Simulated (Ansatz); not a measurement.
Al2O3 (model structure, started from the Al2S3 type, Amm2, No. 38, 10 atoms in the cell), treated with PBEsol (Ansatz, a quantum-chemistry and plane-wave program, PAW).

Numerical settings: plane-wave cutoff 520 eV, 8×8×8 k mesh, Fermi–Dirac smearing 0.01 eV, scalar-relativistic PAW data made under PBE.

The cell is the one relaxed with PBEsol. Conventional cell: a = 2.8227 Å, b = 5.3262 Å, c = 8.3055 Å, α = 90.00°, β = 90.00°, γ = 90.00°.

```xyz
10
Lattice="5.0210 -2.6631 0.0485 5.0210 2.6631 0.0485 -3.2185 0.0000 4.6381" Properties=species:S:1:pos:R:3 pbc="T T T"
Al     4.0677    -2.6631     2.7080
Al     5.6769     2.6631     0.3890
Al     5.9295     0.0000     2.2822
Al     4.3202     0.0000     4.6012
O     -1.4799     1.1920     4.0120
O      0.1294    -1.1920     1.6930
O      5.9836     0.0000     4.0376
O      7.5929     0.0000     1.7185
O      3.5411     1.4711     4.0605
O      5.1504    -1.4711     1.7415
```

### Question
List the 32 lowest band energies at Γ above −25 eV (eV, relative to the valence band maximum), grouping those that round alike.

### Answer
At Γ: -18.54, -17.29, -17.06 (×2), -16.54, -16.06, -7.03, -6.45, -6.22, -4.16, -4.05, -3.89 (×2), -2.89, -2.63, -2.01, -1.60, -1.38, -1.37, -1.17, -1.10, -1.05, -0.04, 0.00, 4.01, 6.27, 7.49, 7.78, 8.19, 9.40, 9.64, 9.69.

Note: the relaxation could raise the start's symmetry but not lower it, so the cell can be a saddle point.

A model structure was made by putting elements into a prototype or built by hand; it is no filed structure, need not be a known phase, and can be a saddle point held by its symmetry.
